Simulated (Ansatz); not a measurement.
Consider MgTe in the zinc blende structure (space group F-43m, No. 216).

```
MgTe
1.0
    0.00000     3.18405     3.18405
    3.18405     0.00000     3.18405
    3.18405     3.18405     0.00000
Mg Te
1 1
Direct
  0.00000   0.00000   0.00000
  0.25000   0.25000   0.25000
```

Cartesian axes are those of the cell as printed.

All numbers come from LDA (Ansatz, an electronic-structure program, PAW, without spin-orbit coupling).

For the base:

The valley order is Γ 2.38 eV; X along ⟨100⟩ 2.66 eV; L along ⟨111⟩ 3.17 eV.

It is then changed as follows: biaxial strain +1.25 %, plane normal [111], relaxed out of plane (Cartesian); in-plane vectors clamped, the third vector and the atoms free.

What does the calculation give for the valley order after the change?

The valley order (the lowest conduction-band minima on the path, energy above the VBM, named in the base's zone) changes from Γ 2.38 eV; X along ⟨100⟩ 2.66 eV; L along ⟨111⟩ 3.17 eV to Γ 2.22 eV; X along [001] 2.58 eV; L along [111] 2.92 eV; L along [1-1-1] 3.08 eV.

Spin-orbit coupling, missing from the scalar runs, can matter with Te. The levels and masses belong to the bands next to the band gap. Whether these cells are dynamically stable was not tested.
